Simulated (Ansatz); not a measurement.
K in the bcc (W type) structure (space group Im-3m, No. 229)

```
CELL_PARAMETERS angstrom
     -2.60616     2.60616     2.60616
      2.60616    -2.60616     2.60616
      2.60616     2.60616    -2.60616
ATOMIC_POSITIONS crystal
  K  0.00000 0.00000 0.00000
```

Calculations: Ansatz (a quantum-chemistry and plane-wave program), PBEsol, PAW, cutoff 420 eV, spin-orbit coupling left out. k-mesh 13×13×13 (Γ-centred); smearing 0.05 eV (Fermi–Dirac).

The volume per atom comes out as 70.80 Å³ and the density is 0.92 g/cm³. The band gap is zero and the total energy is -1516.028 eV/atom (σ→0; compares only within this code and set-up).

Whether these cells are dynamically stable was not tested.
